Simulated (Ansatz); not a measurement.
# Hypothetical ReO3 type LaBr3: response to strain

Base system: LaBr$_{3}$ in the ReO3 type structure (space group Pm-3m, No. 221; a = 5.803 Å; a hypothetical phase, not in the database extracts checked). Axes: x, y, z lie along the cube axes.

Strains are applied to the cell and any free atomic positions relax; under biaxial strain the out-of-plane vector relaxes too; under stress the whole cell relaxes.

The values are results of plane-wave PAW DFT at the PBEsol level (Ansatz, a first-principles code, 420 eV), spin-orbit coupling left out, not measurements.

| case | smallest direct gap | gap character | band gap |
|---|---|---|---|
| base | 3.59 eV | indirect, R → Γ | 3.52 eV |
| biaxial strain −1.71 %, plane normal [001], relaxed out of plane | 3.73 eV | indirect, A → Γ | 3.47 eV |
| biaxial strain −0.60 %, plane normal [001], relaxed out of plane | 3.64 eV | indirect, A → Γ | 3.50 eV |
| biaxial strain +0.96 %, plane normal [001], relaxed out of plane | – | direct at A | 3.48 eV |
| biaxial strain −0.90 %, plane normal [111], relaxed out of plane | 3.60 eV | indirect, T → Γ | 3.51 eV |
| isotropic strain −2.94 % | 4.04 eV | indirect, R → Γ | 3.54 eV |
| isotropic strain +4.35 % | – | direct at R | 2.95 eV |
| uniaxial strain ε_xx = −1.44 % | 3.64 eV | indirect, A → Γ | 3.48 eV |
| uniaxial stress, 1 GPa tension along z | 3.51 eV | indirect, A → Γ | 3.46 eV |
| tensor shear ε_xz = +2.18 % | 3.57 eV | indirect, T → Γ | 3.49 eV |

Beyond what the load breaks, stability against distortions was not tested. k-point labels follow each cell's own Brillouin zone.
